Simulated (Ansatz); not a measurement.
## InAgTe2 under a change: pressure 3 GPa

Start from InAgTe₂ in the chalcopyrite structure (space group I-42d, No. 122; a = 6.5688 Å, c = 13.0031 Å).

Now apply this change: a hydrostatic pressure of 3 GPa.

All numbers come from PBE/PAW in Ansatz (an electronic-structure program), no SOC. k-mesh 7×7×7 (Γ-centred); smearing 0.05 eV (Fermi–Dirac).

```yaml
volume_per_atom: 32.73 Å³ (base 35.07 Å³)
lattice_parameter_a: 6.422 Å (base 6.569 Å)
c/a ratio: 1.978 (base 1.980)
shortest_interatomic_distance: 2.743 Å (base 2.814 Å)
band_gap: "0.20 eV (uncertain: the Fermi level lies in a band; both cells) (base 0.05 eV)"
```

With Te present, leaving out spin-orbit coupling can change the band edges. Load acts through the strain it causes; cell and atoms are relaxed under it. No phonon test of stability was made. A zero or small gap of InAgTe2 can be the functional's error rather than a property of the material.
